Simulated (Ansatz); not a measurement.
Consider InP in the zinc blende structure (space group F-43m, No. 216; a = 5.827 Å). Axes: x, y, z lie along the cube axes.

Computed with LDA in Ansatz (plane waves to 420 eV, PAW, no SOC).

The change: uniaxial strain ε_zz = −2.50 %, all other strain components held at zero; the atoms relax in the strained cell.

Question: Predict the stress tensor and what it implies for the stiffness.

Answer: Stress of the strained cell less that of the base (GPa, compression positive):
```
   1.55    0.00    0.00
   0.00    1.55    0.00
   0.00    0.00    2.58
```

Then −Δσ_ii/ε with ε = -0.0250 gives secant stiffness values (nonlinear terms included at this strain): C33 ≈ 103 GPa, C13 ≈ 62 GPa and C23 ≈ 62 GPa.

As a check, the harmonic strain energy −½ V₀ Δσ:ε is 5.0 meV/atom; the computed energy rise is 4.9 meV/atom.

Stability against distortions was not tested.

Ansatz is a first-principles code.
